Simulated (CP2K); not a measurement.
Input and output of a self-consistent single point for KHgF₃ (Cmm2, 5 atoms in the cell) (CP2K).

Method: LDA (Pade form), GPW, DZVP-MOLOPT-SR-GTH basis, GTH-PADE potentials (GTH_POTENTIALS) run with CP2K.

```
KHgF3
1.0
    4.51900     0.00000     0.00000
   -0.00864     4.51899     0.00000
    0.00000     0.00000     4.51082
K Hg F
1 1 3
Cartesian
  0.00000   0.00000   2.30541
  2.25518   2.25950   0.00000
 -0.00432   2.25950   0.00000
  2.25950   0.00000   0.00000
  2.25518   2.25950   2.25541
```

Reference input (self-consistent single point, DFT LDA (Pade form), GPW, DZVP-MOLOPT-SR-GTH basis, GTH-PADE potentials (GTH_POTENTIALS)): CUTOFF = 550 Ry; REL_CUTOFF = 60 Ry; KPOINTS/SCHEME = MONKHORST-PACK 3 3 3; XC_FUNCTIONAL = PADE; K/BASIS_SET = DZVP-MOLOPT-SR-GTH-q9; K/POTENTIAL = GTH-PADE-q9; Hg/BASIS_SET = DZVP-MOLOPT-SR-GTH-q12; Hg/POTENTIAL = GTH-PADE-q12; F/BASIS_SET = DZVP-MOLOPT-SR-GTH-q7; F/POTENTIAL = GTH-PADE-q7; METHOD = GPW; EPS_DEFAULT = 1e-10. This run's input differs from it in these lines:

```diff
@@ -35,3 +35,3 @@
     &KPOINTS
-      SCHEME MONKHORST-PACK 3 3 3
+      SCHEME MONKHORST-PACK 11 11 11
     &END KPOINTS
```

The program printed (abridged):

```
 SCF WAVEFUNCTION OPTIMIZATION

  Step     Update method      Time    Convergence         Total energy    Change
     1 NoMix/Diag. 0.20E+00      -     1.64261737      -142.1202986869 -1.42E+02
     2 Broy./Diag. 0.20E+00      -     0.07865915      -138.9111405943  3.21E+00
     3 Broy./Diag. 0.20E+00      -     0.08847228      -141.2581319407 -2.35E+00
     4 Broy./Diag. 0.20E+00      -     0.01940866      -142.2971931542 -1.04E+00
     5 Broy./Diag. 0.20E+00      -     0.02126642      -141.7664235018  5.31E-01
     6 Broy./Diag. 0.20E+00      -     0.00550438      -142.0821872060 -3.16E-01
   [... 5 lines left out ...]
    12 Broy./Diag. 0.20E+00      -     0.00003453      -142.1436832819 -8.68E-05
    13 Broy./Diag. 0.20E+00      -     0.00000149      -142.1436711770  1.21E-05
    14 Broy./Diag. 0.20E+00      -     0.00000147      -142.1436884142 -1.72E-05
    15 Broy./Diag. 0.20E+00      -     0.00000028      -142.1436880181  3.96E-07
  *** SCF run converged in    15 steps ***

  Overlap energy of the core charge distribution:               0.00000000032424
  Self energy of the core charge distribution:               -318.15343668010058
  Core Hamiltonian energy:                                     88.98342462171729
  Hartree energy:                                             110.84002049292866
  Exchange-correlation energy:                                -23.81369645296081

  Total energy:                                              -142.14368801809121

 ENERGY| Total FORCE_EVAL ( QS ) energy [hartree]           -142.143689353438646

 FORCES| Atomic forces [hartree/bohr]
 FORCES|   Atom     x               y               z               |f|
 FORCES|      1 -1.04866932E-14  2.32922243E-15  2.28755715E-04   2.28755715E-04
   [... lines left out ...]

 STRESS| Analytical stress tensor [bar]
 STRESS|                        x                   y                   z
 STRESS|      x       -2.54682024233E+04   1.11866180518E+02  -5.15733159293E-08
 STRESS|      y        1.11866180518E+02  -2.54678159244E+04  -6.22825996382E-08
 STRESS|      z       -5.15733159293E-08  -6.22825996382E-08  -2.43078756205E+04
 STRESS| 1/3 Trace                                            -2.50812979894E+04
```

The run converged in 15 iterations. Against the reference run the free energy hardly moves (within 1 meV/atom), the pressure moves little (-2.48 to -2.51 GPa), the largest force stays at 0.030 eV/Å and the gap on the mesh goes from 0.879 to 0.249 eV.

The starting cell comes from a database of computed structures (which also holds hypothetical and non-ambient phases and stackings), without a prior relaxation at this level. Its lattice was rescaled by up to half a per cent. One atom was moved a little off its site on purpose. Spin-orbit coupling is off. Values carry the incompleteness of an atom-centred basis. Another mesh or the band path of this cell gives a smaller gap, so this value is not converged in the mesh.

Cost on one core of a shared machine: roughly 90 s.
